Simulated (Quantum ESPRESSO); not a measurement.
## A series of runs on BaS₄O₁₃ (C2/c, 36 atoms in the cell)

```
CELL_PARAMETERS angstrom
      4.64269    -5.91703     0.00000
      4.64269     5.91703     0.00000
     -1.35459     0.00000     9.47431
ATOMIC_POSITIONS crystal
  Ba 0.19695 0.80305 0.75000
  Ba 0.80305 0.19695 0.25000
  S  0.57591 0.23149 0.61723
  S  0.42409 0.76851 0.38277
  S  0.76851 0.42409 0.88277
  S  0.23149 0.57591 0.11723
  S  0.19781 0.28867 0.57649
  S  0.80219 0.71133 0.42351
  S  0.71133 0.80219 0.92351
  S  0.28867 0.19781 0.07649
  O  0.51067 0.05959 0.66924
  O  0.48933 0.94041 0.33076
  O  0.94041 0.48933 0.83076
  O  0.05959 0.51067 0.16924
  O  0.73654 0.25902 0.54616
  O  0.26346 0.74098 0.45384
  O  0.74098 0.26346 0.95384
  O  0.25902 0.73654 0.04616
  O  0.60933 0.39067 0.75000
  O  0.39067 0.60933 0.25000
  O  0.42816 0.29166 0.52862
  O  0.57184 0.70834 0.47138
  O  0.70834 0.57184 0.97138
  O  0.29166 0.42816 0.02862
  O  0.23779 0.44875 0.67637
  O  0.76221 0.55125 0.32363
  O  0.55125 0.76221 0.82363
  O  0.44875 0.23779 0.17637
  O  0.11803 0.30463 0.43890
  O  0.88197 0.69537 0.56110
  O  0.69537 0.88197 0.06110
  O  0.30463 0.11803 0.93890
  O  0.14309 0.11471 0.62946
  O  0.85691 0.88529 0.37054
  O  0.88529 0.85691 0.87054
  O  0.11471 0.14309 0.12946
```

Base run A: Quantum ESPRESSO with PBEsol, GBRV 1.5 ultrasoft (PBESOL) pseudopotentials, self-consistent single point.

Its settings: ecutwfc = 40 Ry; ecutrho = 200 Ry; occupations = smearing; smearing = gauss; degauss = 0.00147 Ry; potentials = {Ba: ba_pbesol_v1.uspp.F.UPF, S: s_pbesol_v1.4.uspp.F.UPF, O: o_pbesol_v1.2.uspp.F.UPF}; K_POINTS = automatic 2 2 2 0 0 0; conv_thr = 1e-11 Ry; mixing_beta = 0.7.

The starting cell comes from a database of computed structures (which also holds hypothetical and non-ambient phases and stackings), without a prior relaxation at this level. In the base run, with a pressure of about 4 GPa the cell is away from its equilibrium volume at this level. In the base run, forces exceed 1 eV/Å.

ΔF is the free energy per atom less that of run A. 

Run A gave: pressure (GPa) 3.80; largest force (eV/Å) 1.099; gap on the mesh (eV) 5.176; iterations 17.

Runs:
- B: mixing_beta = 0.05
- C: mixing_beta = 0.1
- D: mixing_beta = 0.2
- E: mixing_beta = 0.3

Which runs reach the base run's state, and which is quickest in iterations?

Runs B, C, D, E ended on the same solution as A (within 1 meV/atom). The fewest iterations to that state were 17 (A, E); the most were 35.

```csv
run,ΔF (meV/atom),pressure (GPa),largest force (eV/Å),gap on the mesh (eV),iterations
A,0.00,3.80,1.099,5.176,17
B,0.00,3.80,1.100,5.176,35
C,0.00,3.80,1.100,5.176,25
D,0.00,3.80,1.099,5.176,19
E,0.00,3.80,1.099,5.176,17
```
